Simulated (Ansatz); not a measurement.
## Effect of isotropic strain −3.00 % on TiC

Take TiC in the rock salt structure (space group Fm-3m, No. 225; a = 4.2934 Å; relaxed with 0.1 eV smearing) as the base.

Now apply this change: the cell is scaled by 0.9700 in all directions, atoms relaxed at fixed cell.

All numbers come from Ansatz (an electronic-structure program) PBEsol, no SOC. k-mesh 23×23×23 (Γ-centred); smearing 0.1 eV (Fermi–Dirac).

```tsv
quantity	base	changed	shift
volume per atom	9.89 Å³	9.03 Å³	-0.86 Å³
space group	Fm-3m (No. 225)	Fm-3m (No. 225)	–
shortest interatomic distance	2.147 Å	2.082 Å	-0.0644 Å
energy relative to the base (free energy F)	0 meV/atom	+73 meV/atom	+73 meV/atom
pressure	0.0 GPa	29.3 GPa	+29.3 GPa
band gap	zero	zero	–
```

Final structure:

```yaml
crystal:
  lattice:
    - [0.00000, 2.08228, 2.08228]
    - [2.08228, 0.00000, 2.08228]
    - [2.08228, 2.08228, 0.00000]
  atoms:
    - { symbol: Ti, position: [0.00000, 0.00000, 0.00000] }
    - { symbol: C, position: [0.50000, 0.50000, 0.50000] }
```

Cost of the whole job for the changed cell (relaxation, final SCF and bands): very roughly 9 core-seconds.

Stability against distortions was not tested. All final runs are without spin polarisation.
